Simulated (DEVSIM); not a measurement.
System: Mo/Al2O3/p-Si capacitor, at 400 K.

| layer (left to right) | material | thickness (nm) | Na (cm⁻³) |
|---|---|---|---|
| 1 | Al2O3 | 4.90 | - |
| 2 | Si | 10000 | 1.5e15 |

Metal gate on the left, work function 4.6 eV. Fixed charge at the semiconductor interface -9.6e11 cm⁻² (in units of +e); no interface traps.

This is a model device: material constants are rounded textbook-type values typed into the input, and sizes, dopings and lifetimes were drawn at random. Values at 300 K; Nc and Nv go as T^1.5, mobilities as T to minus their exponent, the gap by Varshni's rule with the affinity fixed.

| parameter | Al2O3 | Si |
|---|---|---|
| gap (eV) | 6.8 | 1.124 |
| affinity (eV) | 1.35 | 4.05 |
| permittivity | 9 | 11.7 |
| Nc (cm⁻³) | - | 2.86e19 |
| Nv (cm⁻³) | - | 3.1e19 |
| Varshni α (eV/K) | - | 0.000473 |
| Varshni β (K) | - | 636 |

Model (solved in DEVSIM): 1D Poisson equation in equilibrium, Boltzmann statistics, complete ionisation; no quantum confinement or tunnelling. Metal contacts follow the ideal Schottky-Mott rule: no Fermi-level pinning, no interface dipoles.

Problem. Tabulate band edges, carrier densities and field at 0.2 V on the gate.

Solution. Energies count from the Fermi level of the right contact; mesh points crowd at the junctions.

| x (μm) | Ec (eV) | Ev (eV) | n (cm⁻³) | p (cm⁻³) | field (V/cm) |
|---|---|---|---|---|---|
| 0.000 | 3.050 | -3.750 | < 1e2 | < 1e2 | 210000 |
| 0.001243 | 3.076 | -3.724 | < 1e2 | < 1e2 | 210000 |
| 0.003065 | 3.114 | -3.687 | < 1e2 | < 1e2 | 210000 |
| 0.004517 | 3.144 | -3.656 | < 1e2 | < 1e2 | 210000 |
| 0.006447 | 0.453 | -0.643 | 8.6e13 | 3.7e11 | 11000 |
| 0.01006 | 0.457 | -0.639 | 7.7e13 | 4.2e11 | 11000 |
| 0.01848 | 0.466 | -0.630 | 5.9e13 | 5.4e11 | 11000 |
| 0.05041 | 0.498 | -0.598 | 2.3e13 | 1.4e12 | 9800 |
| 0.1126 | 0.555 | -0.542 | 4.5e12 | 7.2e12 | 8300 |
| 0.2578 | 0.652 | -0.444 | 2.7e11 | 1.2e14 | 5100 |
| 0.5967 | 0.731 | -0.365 | 2.7e10 | 1.2e15 | 630 |
| 1.881 | 0.739 | -0.357 | 2.1e10 | 1.5e15 | ≈ 0 |
| 4.384 | 0.739 | -0.357 | 2.1e10 | 1.5e15 | ≈ 0 |
| 7.552 | 0.739 | -0.357 | 2.1e10 | 1.5e15 | ≈ 0 |
| 9.204 | 0.739 | -0.357 | 2.1e10 | 1.5e15 | ≈ 0 |
| 9.662 | 0.739 | -0.357 | 2.1e10 | 1.5e15 | ≈ 0 |
| 9.864 | 0.739 | -0.357 | 2.1e10 | 1.5e15 | ≈ 0 |
| 9.945 | 0.739 | -0.357 | 2.1e10 | 1.5e15 | ≈ 0 |
| 9.986 | 0.739 | -0.357 | 2.1e10 | 1.5e15 | ≈ 0 |
| 9.998 | 0.739 | -0.357 | 2.1e10 | 1.5e15 | ≈ 0 |
| 10.00 | 0.739 | -0.357 | 2.1e10 | 1.5e15 | ≈ 0 |
| 10.01 | 0.739 | -0.357 | 2.1e10 | 1.5e15 | ≈ 0 |
